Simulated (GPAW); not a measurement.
Pressure against volume in diamond-structure Sn (space group 227) (GPAW, PBE)

```xyz
2
Lattice="0.0000 3.1868 3.1868 3.1868 0.0000 3.1868 3.1868 3.1868 0.0000" Properties=species:S:1:pos:R:3 pbc="T T T"
Sn     3.1868     3.1868     3.1868
Sn     4.7802     4.7802     4.7802
```

Computed with PBE, GPAW PAW datasets PBE (gpaw-data 1.0.1) (plane waves; GPAW 25.7.0). Settings: mode = pw; ecut = 585 eV; xc = PBE; kpts = 9 9 9; mesh shift (steps) = 0 0 0; occupations.name = fermi-dirac; occupations.width = 0.01 eV; nbands = -6; convergence.density = 1e-05 e/electron; convergence.bands = -4; symmetry.symmorphic = false; symmetry.tolerance = 0.0005; maxiter = 150. The cell above is the first row's. The rows scale it uniformly. In all rows fractional positions and the k mesh are held.

```csv
V (Å^3/atom),P (GPa)
32.364,?
33.068,4.68
33.772,3.53
34.475,2.48
35.179,1.54
35.882,0.71
36.586,-0.02
37.289,-0.64
37.993,-1.23
```

### Question
Using a cubic, estimate the missing P at V = 32.364 from the other rows, showing the fit.

### Answer
With u = V - 35.5, the rows have u = -2.4320, -1.7280, -1.0250, -0.3210, 0.3820, 1.0860, 1.7890, 2.4930. Least squares gives P = 1.154 - 1.1826·u + 0.10148·u² - 0.00381·u³. Residuals (row less fit): -0.005, 0.010, 0.003, -0.004, -0.007, -0.005, 0.019, -0.007; standard error 0.012 (degrees of freedom: 4). The fitted pressure is zero at V0 = 36.57, where dP/dV = -0.9785, so B0 = -V0·dP/dV = 35.8 GPa. At the withheld row, u = -3.1360, so P = 1.154 - 1.1826 × (-3.1360) + 0.10148 × (-3.1360)² - 0.00381 × (-3.1360)³ = 5.978 GPa. The calculation gives 5.99 GPa, 0.012 GPa above the prediction (0.2 % of the range of P in the table). The row lies outside the fitted rows, so this is an extrapolation. From the scatter of the fitted rows alone, a prediction at this place has a standard error of 0.033 GPa, so the miss is 0.4 times that.

Carrying the step between the two nearest rows on in a straight line would have given 5.83, off by 0.16; series whose last step already gives the withheld value aren't shown. The scan was laid around a cell of about the measured size, scaled by a guess for this functional. This is grey tin, the low-temperature phase. The runs keep the symmetry of the cell, so they don't test it for distortions. Cutoffs and mesh are single choices, not tested for convergence of this quantity. Series with a scatter that would blur these digits, or in which a gap closes, are not shown.
